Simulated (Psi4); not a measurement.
Psi4 1.11, B3LYP/def2-svpd: tetrasilane ([SiH3][SiH2][SiH2][SiH3]), 14 atoms. The geometry is a generated start, not checked to be a minimum at this level.

```yaml
task: energy
method: b3lyp
basis: def2-svpd
memory: 3 GB
maxiter: 100
keys_of_the_molecule_block: symmetry c1
scf_type: df (default)
e_convergence: 1e-06 (default)
d_convergence: 1e-06 (default)
dft_radial_points: 75 (default)
dft_spherical_points: 302 (default)
basis_functions: 176
grid_points: 301352
```

```xyz
14

Si     2.1278    -0.8726     0.8828
Si     1.1091     1.1073     0.2607
Si    -0.7232     0.7853    -1.1387
Si    -2.4097    -0.5088    -0.2264
H      3.2969    -0.7261     1.7540
H      1.1857    -1.7401     1.5976
H      2.5797    -1.6266    -0.2899
H      2.0948     2.0227    -0.3395
H      0.6632     1.8385     1.4600
H     -0.2458     0.1479    -2.3798
H     -1.2756     2.0624    -1.6208
H     -2.8787     0.0419     1.0486
H     -3.5973    -0.6678    -1.0702
H     -1.9271    -1.8639     0.0615
```

With the defaults (diis = true, scf_initial_accelerator = adiis, damping_percentage = 0, guess = auto, which took SAD, soscf = false, diis_max_vecs = 10) it converges in 7 SCF iterations. One run each on 2 threads, with these changes:
- diis_max_vecs = 3
- guess = sap
- guess = huckel
- diis = false, scf_initial_accelerator = none, damping_percentage = 60
- soscf = true
- guess = sapgau
- damping_percentage = 20
- guess = gwh
- guess = sadno

Which of these changes keep the SCF from converging, or lead it to another solution?

No convergence: diis = false, scf_initial_accelerator = none, damping_percentage = 60 (the run ends without SCF convergence in 100 iterations). The rest reach the solution of the defaults.

| setting | SCF iterations | JK calls | end |
|---|---|---|---|
| soscf = true | 5 | 16 | same solution |
| the defaults | 7 | 8 | same solution |
| guess = sapgau | 8 | 8 | same solution |
| guess = sap | 8 | 8 | same solution |
| guess = sadno | 8 | 8 | same solution |
| guess = huckel | 8 | 18 | same solution |
| diis_max_vecs = 3 | 8 | 9 | same solution |
| guess = gwh | 12 | 12 | same solution |
| damping_percentage = 20 | 16 | 17 | same solution |
| diis = false, scf_initial_accelerator = none, damping_percentage = 60 | 100 | 101 | no convergence |

An SOSCF iteration holds several JK calls; a Hückel guess adds calls on atoms.
